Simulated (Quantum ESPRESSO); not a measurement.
Input and output of a self-consistent single point for ReTc (P3m1, 2 atoms in the cell) (Quantum ESPRESSO).

Computed with PBEsol, GBRV 1.5 ultrasoft (PBESOL) pseudopotentials (plane waves; Quantum ESPRESSO).

```
ReTc
1.0
    2.74105     0.00000     0.00000
   -1.37053     2.37382     0.00000
    0.00000     0.00000     4.42695
Tc Re
1 1
Cartesian
  1.37053   0.79127   0.05000
  0.00000   0.00000   2.21347
```

Reference input (self-consistent single point, DFT, PBEsol, plane waves, GBRV 1.5 ultrasoft (PBESOL) pseudopotentials): ecutwfc = 40 Ry; ecutrho = 320 Ry; occupations = smearing; smearing = fd; degauss = 0.0073499 Ry; potentials = {Tc: tc_pbesol_v1.uspp.F.UPF, Re: re_pbesol_v1.2.uspp.F.UPF}; K_POINTS = automatic 8 8 5 0 0 0; conv_thr = 1e-10 Ry; mixing_beta = 0.4. This run's input differs from it in these lines:

```diff
@@ -18,3 +18,3 @@
  smearing = 'fd',
- degauss = 0.0073499,
+ degauss = 0.02205,
 /
@@ -31,3 +31,3 @@
 K_POINTS {automatic}
-8 8 5  0 0 0
+27 27 15  0 0 0
```

The program printed (abridged):

```
     G-vector sticks info
     --------------------
     sticks:   dense  smooth     PW     G-vecs:    dense   smooth      PW
     Sum         595     301     91                18749     6693    1237

     bravais-lattice index     =            4
     lattice parameter (alat)  =       5.1798  a.u.
     unit-cell volume          =     194.3866 (a.u.)^3
   [... lines left out ...]

   -56.1423 -42.8474 -18.4860 -17.9990 -17.8232 -15.4342 -14.9412 -14.7818
    17.8627  18.4074  18.9793  21.3566  21.7295  22.7529  23.0039  26.4839
    27.1697  27.2777  28.7474

     occupation numbers
     1.0000   1.0000   1.0000   1.0000   1.0000   1.0000   1.0000   1.0000
     1.0000   1.0000   1.0000   0.9995   0.9984   0.9537   0.8992   0.0001
     0.0000   0.0000   0.0000

          k =-0.0741-0.5132 0.0826 (   837 PWs)   bands (ev):

   -56.1423 -42.8474 -18.4895 -18.0021 -17.8226 -15.4284 -14.9377 -14.7828
    17.7723  18.3138  19.3693  20.8015  21.7561  22.9809  23.3608  26.4306
    26.9668  27.1942  28.6908

     occupation numbers
     1.0000   1.0000   1.0000   1.0000   1.0000   1.0000   1.0000   1.0000
     1.0000   1.0000   1.0000   0.9999   0.9983   0.9060   0.7309   0.0001
     0.0000   0.0000   0.0000

   [... 201 blocks of this kind left out ...]

     the Fermi energy is    23.6605 ev

!    total energy              =    -364.58129648 Ry
     estimated scf accuracy    <          5.5E-11 Ry
     smearing contrib. (-TS)   =      -0.04115305 Ry
     internal energy E=F+TS    =    -364.54014343 Ry

     The total energy is F=E-TS. E is the sum of the following terms:
     one-electron contribution =     -38.12854503 Ry
     hartree contribution      =      40.26931701 Ry
     xc contribution           =     -84.12811040 Ry
     ewald contribution        =    -282.55280501 Ry

     convergence has been achieved in  12 iterations

     negative rho (up, down):  2.772E-01 0.000E+00

     Forces acting on atoms (cartesian axes, Ry/au):

     atom    1 type  1   force =     0.00000000    0.00000000   -0.01214566
     atom    2 type  2   force =     0.00000000    0.00000000    0.01214566

     Total force =     0.017177     Total SCF correction =     0.000003

     negative rho (up, down):  2.772E-01 0.000E+00
          total   stress  (Ry/bohr**3)                   (kbar)     P=      -12.39
  -0.00002029   0.00000000   0.00000000           -2.98        0.00        0.00
   0.00000000  -0.00002029  -0.00000000            0.00       -2.98       -0.00
   0.00000000   0.00000000  -0.00021212            0.00        0.00      -31.20

   JOB DONE.
```

The run converged in 12 iterations. Against the reference run the free energy falls by 123 meV/atom, the pressure goes from -3.01 to -1.24 GPa and the largest force goes from 0.217 to 0.312 eV/Å.

The starting cell comes from a database of computed structures (which also holds hypothetical and non-ambient phases and stackings), without a prior relaxation at this level. Its lattice was rescaled by up to half a per cent. One atom was moved a little off its site on purpose. Spin polarisation is off.

Cost on one core of a shared machine: roughly 4 min.
